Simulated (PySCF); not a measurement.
PySCF 2.14.0, MP2 (frozen core)/cc-pvdz: all-trans C10H22 (CCCCCCCCCC), 32 atoms. The geometry is a generated start, not checked to be a minimum at this level.

```python
import time
import numpy
from pyscf import lib
from pyscf import gto, scf, dft, mp, cc, sgx
lib.logger.TIMER_LEVEL = 4
t0 = time.perf_counter()

mol = gto.M(
    atom='''
C     -5.71500000     0.43000000     0.00000000
C     -4.44500000    -0.43000000     0.00000000
C     -3.17500000     0.43000000     0.00000000
C     -1.90500000    -0.43000000     0.00000000
C     -0.63500000     0.43000000     0.00000000
C      0.63500000    -0.43000000     0.00000000
C      1.90500000     0.43000000     0.00000000
C      3.17500000    -0.43000000     0.00000000
C      4.44500000     0.43000000     0.00000000
C      5.71500000    -0.43000000     0.00000000
H     -5.71500000     1.06000000     0.88500000
H     -5.71500000     1.06000000    -0.88500000
H     -4.44500000    -1.06000000     0.88500000
H     -4.44500000    -1.06000000    -0.88500000
H     -3.17500000     1.06000000     0.88500000
H     -3.17500000     1.06000000    -0.88500000
H     -1.90500000    -1.06000000     0.88500000
H     -1.90500000    -1.06000000    -0.88500000
H     -0.63500000     1.06000000     0.88500000
H     -0.63500000     1.06000000    -0.88500000
H      0.63500000    -1.06000000     0.88500000
H      0.63500000    -1.06000000    -0.88500000
H      1.90500000     1.06000000     0.88500000
H      1.90500000     1.06000000    -0.88500000
H      3.17500000    -1.06000000     0.88500000
H      3.17500000    -1.06000000    -0.88500000
H      4.44500000     1.06000000     0.88500000
H      4.44500000     1.06000000    -0.88500000
H      5.71500000    -1.06000000     0.88500000
H      5.71500000    -1.06000000    -0.88500000
H     -6.61500000    -0.19000000     0.00000000
H      6.61500000     0.19000000     0.00000000
''',
    basis='cc-pvdz',
    max_memory=16000,
    verbose=4,
)
mf = scf.RHF(mol)
mf.chkfile = None
mf.kernel()
print('SCF converged:', mf.converged)
print('E(SCF) = %.10f' % mf.e_tot)
print('basis functions:', mol.nao_nr())
print('integrals held in memory:', getattr(mf, '_eri', None) is not None)
t1 = time.perf_counter()
print('wall of the SCF part: %.3f s' % (t1 - t0))
pt = mp.MP2(mf, frozen=10)
pt.kernel(with_t2=False)
print('E(total) = %.10f' % pt.e_tot)
print('wall after the SCF: %.3f s' % (time.perf_counter() - t1))
print('run ended')
```

The program reports basis functions: 250.

Hardware: Arm Neoverse V2, 96 cores on 1 socket, no SMT, 1 L3 cache group.

Wall times, medians of two to five repeats, each run alone on the node (launch to exit). Unless noted, each process is bound to its own block of adjacent cores. The times hold for this build (PyPI wheel: OpenMP (GNU), a bundled serial OpenBLAS 0.3.3 under its C layer, NumPy's threaded OpenBLAS held to generic ARMv8 kernels, libcint, Libxc). Scratch files lie in a memory file system.

Started as
```bash
OMP_NUM_THREADS=32 OPENBLAS_NUM_THREADS=1 python -u run.py
```
(32 threads, 1 BLAS thread) it takes 3.6 s and 11 Fock builds (products with the orbital Hessian counted alike).

Task: Estimate the wall time with 8 threads, 1 BLAS thread.

Result: About 9.5 s (3 runs within 1 %): 2.6× as long, on 8 cores in place of 32, so 0.66× the core-time. The largest move is in the rest of the SCF (stored integrals and their contraction, diagonalisation, DIIS): 1.4 s to 4.7 s. Change in the result: energy equal as printed.
